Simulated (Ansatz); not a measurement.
This concerns the formation energy of the neutral Ga_Ge in Ge (diamond, Fd-3m). Reaction: Ga (Cmce) + 63 Ge (diamond) → cell A.

Cell A: a supercell of 64 sites of Ge (diamond, Fd-3m) with Ga on a Ge site (4 Ge at 2.47 Å); an odd number of electrons; spin state with PBE: no moments, k-point mesh 2×2×2.
```
CELL_PARAMETERS angstrom
     11.52260     0.00000     0.00000
      0.00000    11.52260     0.00000
      0.00000     0.00000    11.52260
ATOMIC_POSITIONS crystal
  Ge 0.00000 0.00000 0.00000
  Ge 0.87482 0.12518 0.87482
  Ge 0.99994 0.25028 0.74972
  Ge 0.87525 0.37524 0.12475
  Ge 0.74972 0.00006 0.74972
  Ge 0.12518 0.12518 0.12518
  Ge 0.74972 0.25028 0.99994
  Ge 0.12475 0.37524 0.87525
  Ge 0.00000 0.00000 0.50000
  Ge 0.87525 0.12475 0.37524
  Ge 0.00006 0.25028 0.25028
  Ge 0.87415 0.37522 0.62478
  Ge 0.74972 0.99994 0.25028
  Ge 0.12475 0.12475 0.62476
  Ge 0.74964 0.25036 0.49849
  Ge 0.12585 0.37522 0.37522
  Ge 0.00000 0.50000 0.00000
  Ge 0.87525 0.62476 0.87525
  Ge 0.00006 0.74972 0.74972
  Ge 0.87482 0.87482 0.12518
  Ge 0.74964 0.50151 0.74964
  Ge 0.12475 0.62476 0.12475
  Ge 0.74972 0.74972 0.00006
  Ge 0.12518 0.87482 0.87482
  Ge 0.00000 0.50000 0.50000
  Ge 0.87415 0.62478 0.37522
  Ge 0.99994 0.74972 0.25028
  Ge 0.87525 0.87525 0.62476
  Ge 0.74964 0.49849 0.25036
  Ge 0.12585 0.62478 0.62478
  Ge 0.74964 0.74964 0.50151
  Ge 0.12475 0.87525 0.37524
  Ge 0.50000 0.00000 0.00000
  Ge 0.37524 0.12475 0.87525
  Ge 0.49849 0.25036 0.74964
  Ge 0.37522 0.37522 0.12585
  Ge 0.25028 0.99994 0.74972
  Ge 0.62476 0.12475 0.12475
  Ge 0.25028 0.25028 0.00006
  Ge 0.62478 0.37522 0.87415
  Ge 0.50000 0.00000 0.50000
  Ge 0.37522 0.12585 0.37522
  Ge 0.50151 0.25036 0.25036
  Ge 0.37625 0.37625 0.62375
  Ge 0.25028 0.00006 0.25028
  Ge 0.62478 0.12585 0.62478
  Ge 0.25036 0.25036 0.50151
  Ge 0.62375 0.37625 0.37625
  Ge 0.50000 0.50000 0.00000
  Ge 0.37522 0.62478 0.87415
  Ge 0.50151 0.74964 0.74964
  Ge 0.37524 0.87525 0.12475
  Ge 0.25036 0.49849 0.74964
  Ge 0.62478 0.62478 0.12585
  Ge 0.25028 0.74972 0.99994
  Ge 0.62476 0.87525 0.87525
  Ga 0.50000 0.50000 0.50000
  Ge 0.37625 0.62375 0.37625
  Ge 0.49849 0.74964 0.25036
  Ge 0.37522 0.87415 0.62478
  Ge 0.25036 0.50151 0.25036
  Ge 0.62375 0.62375 0.62375
  Ge 0.25036 0.74964 0.49849
  Ge 0.62478 0.87415 0.37522
```

Reference: Ga (Cmce), 4 atoms in the cell, k-point mesh 16×16×14 on the run's own vectors. Conventional cell: a = 4.5914 Å, b = 7.7352 Å, c = 4.5770 Å, α = β = γ = 90.00°.

Reference: Ge (diamond, Fd-3m), 64 atoms in the cell, the relaxed perfect crystal repeated, atoms not moved again, k-point mesh 2×2×2 on the run's own vectors.

Plane-wave PAW calculations with Ansatz (a first-principles code), its default PAW set, cutoff 500 eV. The structures are at rest with PBE, within the held lattices; other levels are single points on them. Neutral cells; Fermi-Dirac smearing of at most 0.10 eV in the solids, energies taken to zero width. The lattices are those relaxed with PBE, so at other levels the solids can be strained. Larger cells are relaxed from a start prepared with the learned potential CHGNet till forces fall under 0.03 eV/Å, which some starts already meet. A dispersion term (D3(BJ), or D4 for r2SCAN) was computed beside these levels and is taken off wherever the name lacks it. No zero-point or thermal terms. Cells are local rest points, mostly with their start's symmetry. Values are for these cell sizes. Mesh and cell size may move defect energies by 0.1 eV or more. Cell A has symmetry P-43m within 0.02 Å and got no random move, so less symmetric positions, which may lie lower, weren't tried.

Problem. Predict the value from r2SCAN.

Solution. 0.00 eV, for Ga (Cmce) + 63 Ge (diamond) → cell A.
